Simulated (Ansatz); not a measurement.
Start from Pt in the fcc (Cu type) structure (space group Fm-3m, No. 225; a = 3.9418 Å; relaxed with 0.1 eV smearing). Axes: x, y, z lie along the cube axes.

All numbers come from Ansatz (an electronic-structure program), r2SCAN, PAW, cutoff 500 eV, no spin-orbit coupling.

Strains are applied to the cell and any free atomic positions relax; under biaxial strain the out-of-plane vector relaxes too.

One change was made to it. Results:

| quantity | base | after |
|---|---|---|
| shortest interatomic distance | 2.787 Å | 2.757 Å |
| energy relative to the base (free energy F) | 0 meV/atom | +3.4 meV/atom |

Question: Which of these changes matches the shifts?
A. strain tensor (xx, yy, zz, yz, xz, xy) = (−0.88, −0.32, +0.72, +1.28, +0.49, −0.39) %
B. biaxial strain +1.32 %, plane normal [111], relaxed out of plane
C. uniaxial strain ε_xx = −3.09 %

Answer: A, strain tensor (xx, yy, zz, yz, xz, xy) = (−0.88, −0.32, +0.72, +1.28, +0.49, −0.39) %. For comparison, the energy relative to the base in the other runs: biaxial strain +1.32 %, plane normal [111], relaxed out of plane gives +5.0 meV/atom; uniaxial strain ε_xx = −3.09 % gives +16 meV/atom.

No phonon test of stability was made. The final runs are not spin-polarised.
